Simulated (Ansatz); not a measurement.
A computed series for W: response to strain

Start from W in the bcc (W type) structure (space group Im-3m, No. 229; relaxed with 0.1 eV smearing).

```yaml
crystal:
  lattice:
    - [-1.58442, 1.58442, 1.58442]
    - [1.58442, -1.58442, 1.58442]
    - [1.58442, 1.58442, -1.58442]
  atoms:
    - { symbol: W, position: [0.00000, 0.00000, 0.00000] }
```

Cartesian axes are those of the cell as printed.

Strains are applied to the cell and any free atomic positions relax; under biaxial strain the out-of-plane vector relaxes too.

Calculations: r2SCAN (Ansatz, an electronic-structure program, PAW, no SOC).

| biaxial strain, plane normal [111], relaxed out of plane (%) | out-of-plane strain (%) |
|---|---|
| -2.5 | 2.36 |
| -2.08 | 1.93 |
| -1.67 | ? |
| -1.25 | 1.12 |
| -0.83 | 0.73 |
| -0.42 | 0.36 |
| 0 | 0.00 |

Q: Fit ε⊥ = −νε + γε² (strains in %) to the rows shown and predict the withheld row.

A: Least squares on the printed values gives ν = 0.85 (the biaxial Poisson response) and γ = 0.039 (largest residual 0.00 %); this predicts 1.52 %, and the run gives 1.52 %, in agreement.

No phonon test of stability was made. All final runs are without spin polarisation.
